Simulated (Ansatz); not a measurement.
Electronic density of states of amorphous B24Te80, density 5.95 g/cm³, on a 2×2×2 Γ-centred mesh with a Gaussian width of 0.1 eV; energies count from the Fermi level. Cell and mesh are small, so fine structure isn't converged. Method: PBE, scalar-relativistic without spin-orbit coupling, PAW (Ansatz default set, large-core Te) (plane waves to 420 eV; Ansatz, an electronic-structure program). Sampling: a 2×2×2 Γ-centred mesh; Fermi-Dirac width 0.05 eV; no spin polarisation. The levels at the Fermi energy are partly filled. A closed spacing in one fast-quenched cell at PBE doesn't show the material to be a metal.

The cell was made by melting and quenching with the CHGNet potential and then relaxed with DFT. The hot cell started wider than the set density and was brought back towards it in steps. It is the lowest in DFT energy of 4 quenches. It is a model cell: composition and starting density were chosen by hand, and all elements were melted together. No dispersion term was used. Its density started from a set value of 5.95 and ended at 5.95 g/cm³. The quench (nominally 120 K/ps over its main leg) was far faster than any real one, so the model tends to hold more defects than a real film. Values belong to this one cell and scatter from quench to quench. The volume was held where the preparation left it, at a PBE pressure of 2.4 GPa. Stress components on the final sampling reach 2.5 GPa. On a 2×2×2 Γ-centred mesh force components of up to 0.21 eV/Å stay, since the relaxation ran on the zone centre alone.

(E - EF (eV), states/(eV atom)): (-12.00, 0.45); (-11.90, 0.45); (-11.80, 0.41); (-11.70, 0.39); (-11.60, 0.36); (-11.50, 0.40); (-11.40, 0.44); (-11.30, 0.41); (-11.20, 0.39); (-11.10, 0.39); (-11.00, 0.37); (-10.90, 0.35); (-10.80, 0.36); (-10.70, 0.43); (-10.60, 0.47); (-10.50, 0.44); (-10.40, 0.39); (-10.30, 0.36); (-10.20, 0.34); (-10.10, 0.30); (-10.00, 0.31); (-9.90, 0.37); (-9.80, 0.35); (-9.70, 0.24); (-9.60, 0.20); (-9.50, 0.19); (-9.40, 0.16); (-9.30, 0.13); (-9.20, 0.09); (-9.10, 0.02); (-9.00, 0.00); (-8.90, 0.00); (-8.80, 0.00); (-8.70, 0.00); (-8.60, 0.00); (-8.50, 0.05); (-8.40, 0.12); (-8.30, 0.17); (-8.20, 0.18); (-8.10, 0.06); (-8.00, 0.02); (-7.90, 0.07); (-7.80, 0.18); (-7.70, 0.22); (-7.60, 0.08); (-7.50, 0.03); (-7.40, 0.08); (-7.30, 0.07); (-7.20, 0.02); (-7.10, 0.03); (-7.00, 0.15); (-6.90, 0.18); (-6.80, 0.13); (-6.70, 0.20); (-6.60, 0.24); (-6.50, 0.21); (-6.40, 0.16); (-6.30, 0.10); (-6.20, 0.11); (-6.10, 0.13); (-6.00, 0.16); (-5.90, 0.21); (-5.80, 0.28); (-5.70, 0.32); (-5.60, 0.32); (-5.50, 0.33); (-5.40, 0.38); (-5.30, 0.46); (-5.20, 0.51); (-5.10, 0.54); (-5.00, 0.54); (-4.90, 0.54); (-4.80, 0.55); (-4.70, 0.57); (-4.60, 0.63); (-4.50, 0.66); (-4.40, 0.66); (-4.30, 0.62); (-4.20, 0.59); (-4.10, 0.58); (-4.00, 0.64); (-3.90, 0.65); (-3.80, 0.62); (-3.70, 0.61); (-3.60, 0.63); (-3.50, 0.63); (-3.40, 0.61); (-3.30, 0.60); (-3.20, 0.64); (-3.10, 0.65); (-3.00, 0.63); (-2.90, 0.62); (-2.80, 0.68); (-2.70, 0.70); (-2.60, 0.64); (-2.50, 0.63); (-2.40, 0.66); (-2.30, 0.65); (-2.20, 0.67); (-2.10, 0.68); (-2.00, 0.65); (-1.90, 0.61); (-1.80, 0.59); (-1.70, 0.62); (-1.60, 0.66); (-1.50, 0.67); (-1.40, 0.72); (-1.30, 0.71); (-1.20, 0.69); (-1.10, 0.67); (-1.00, 0.66); (-0.90, 0.64); (-0.80, 0.65); (-0.70, 0.65); (-0.60, 0.59); (-0.50, 0.53); (-0.40, 0.54); (-0.30, 0.45); (-0.20, 0.35); (-0.10, 0.27); (0.00, 0.18); (0.10, 0.14); (0.20, 0.20); (0.30, 0.31); (0.40, 0.35); (0.50, 0.44); (0.60, 0.48); (0.70, 0.46); (0.80, 0.51); (0.90, 0.57); (1.00, 0.57); (1.10, 0.58); (1.20, 0.55); (1.30, 0.58); (1.40, 0.61)
